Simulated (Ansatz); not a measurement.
CoPtO2 (space group R-3m, No. 166; non-magnetic)

```cif
data_Co3O6Pt3
_chemical_formula_sum 'Pt3 Co3 O6'
_space_group_name_H-M_alt 'R-3m :H'
_space_group_IT_number 166
_space_group_name_Hall '-R 3 2"'
_cell_length_a 2.81174
_cell_length_b 2.81174
_cell_length_c 17.72031
_cell_angle_alpha 90.000
_cell_angle_beta 90.000
_cell_angle_gamma 120.000
loop_
_atom_site_label
_atom_site_type_symbol
_atom_site_symmetry_multiplicity
_atom_site_Wyckoff_symbol
_atom_site_fract_x
_atom_site_fract_y
_atom_site_fract_z
_atom_site_occupancy
Pt1 Pt 3 a 0.00000 0.00000 0.00000 1
Co1 Co 3 b 0.00000 0.00000 0.50000 1
O1 O 6 c 0.00000 0.00000 0.11184 1
```
(The calculation used a cell of 4 atoms; values per cell refer to that cell.)

All numbers come from Kohn–Sham DFT with the PBEsol+U (U_eff on d states: Co 3.32 eV) functional, run in Ansatz (a program for electronic structure) with PAW and 420 eV plane waves, no SOC. Settings: 17×17×17 k-points, 0.05 eV Fermi–Dirac smearing.

```yaml
volume_per_atom: 10.11 Å³
density: 11.74 g/cm³
band_gap: zero
total_energy: -4648.800 eV/atom (σ→0; compares only within this code and set-up)
```

No phonon test of stability was made. Seeded moments were not kept for the base. The final runs are not spin-polarised. An odd electron count without spin: CoPtO2. The U values are a database's picks, fitted on other projectors than the ortho-atomic ones used here.
